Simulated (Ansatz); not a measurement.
Consider BP in the zinc blende structure (space group F-43m, No. 216; a = 4.5202 Å).

The values are results of PBEsol, PAW, 420 eV (Ansatz, a program for electronic structure; without spin-orbit coupling), not measurements.

Strains are applied to the cell and any free atomic positions relax.

One change was made to it. Results:

The hole mass (degenerate bands, along [100]) changes from 0.25, 0.25, 0.34 mₑ (at Γ) to 0.25, 0.25, 0.35 mₑ (at Γ); the pressure grows by 2.622 GPa to 2.62 GPa; the band gap shrinks by 0.02 eV (1.11 eV → 1.09 eV).

Problem. Which of these changes matches the shifts?
A. isotropic strain +2.50 %
B. isotropic strain +1.00 %
C. isotropic strain −2.00 %
D. isotropic strain −0.50 %

Solution. D, isotropic strain −0.50 %. For comparison, the band gap in the other runs: isotropic strain +2.50 % gives 1.21 eV; isotropic strain −2.00 % gives 1.03 eV; isotropic strain +1.00 % gives 1.15 eV.

Masses are band curvatures over ±0.01 Å⁻¹ around the edge. Whether these cells are dynamically stable was not tested.
